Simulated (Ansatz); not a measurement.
Start from SiC (space group P6_3mc, No. 186; a = 3.0776 Å, c = 10.0763 Å).

Level of theory: r2SCAN in Ansatz (plane waves to 500 eV, PAW, scalar-relativistic without spin-orbit coupling).

Before the change:

The valence-band top at Γ comes out as 0.00, 0.00, -0.05 eV and the pressure is 0.00 GPa. The band gap is 2.60 eV.

Perturbation: the cell is scaled by 1.0404 in all directions; the atoms relax in the strained cell.

Question: Predict the new valence-band top at Γ, energy relative to the base, pressure and band gap.

Answer: The valence-band top at Γ (three highest levels, from the VBM) changes from 0.00, 0.00, -0.05 eV to 0.00, 0.00, -0.04 eV; the energy grows by 96 meV/atom; the pressure (mean of the normal stresses, compression positive) goes from zero to -21.40 GPa; the band gap shrinks by 0.07 eV to 2.53 eV.

Stability against distortions was not tested.

Ansatz is a quantum-chemistry and plane-wave program.
